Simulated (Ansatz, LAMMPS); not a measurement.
## Σ65 (740) [001] symmetric tilt, annealed from start 1, in Ge (diamond structure)

Cell 46.44 × 17.28 × 26.59 Å, Ge876, 876 atoms. Prepared with Tersoff's 1989 multicomponent potential (SiCGe.tersoff) (LAMMPS): 40 ps at 1300 K, cooling over 40 ps and minimisation with the cell free along the normal, at the potential's lattice parameter; then scaled to the PBE one. 

Computed with PBE, support functions at accuracy medium on the grid of 370 eV (norm-conserving potentials; Ansatz, a quantum-chemistry and plane-wave program).

Basis: localised support functions (accuracy medium) on a full density matrix. k-points: zone centre alone; occupations: Fermi-Dirac, 0.020 eV; spin polarisation not allowed. No spin-orbit coupling.

The relaxation was stopped after a set number of steps, with force components up to 0.160 eV/Å left.

```
Quantity                                                                                                                                    Value
--------------------------------------------------------------------------------------  ---------------------------------------------------------
energy over the perfect crystal(s), per atom                                                                                          99 meV/atom
boundary energy (mean of two; the reference samples k-space alike but not identically)                                                  0.87 J/m²
electronic character of the cell                                                                                 no gap resolved at this smearing
coordination (neighbours within 2.976 Å)                                                  0.1 % 2-fold, 2.2 % 3-fold, 96.5 % 4-fold, 1.3 % 5-fold
Ge-Ge bonds, mean ± spread                                                                                                        2.518 ± 0.061 Å
bond angles, mean ± spread                                                                                                          109.2° ± 8.7°
pressure                                                                                                                                -0.34 GPa
cost of the final run                                                                   around 50 core-minutes (rough), 14 SCF iterations, 18 GiB
```
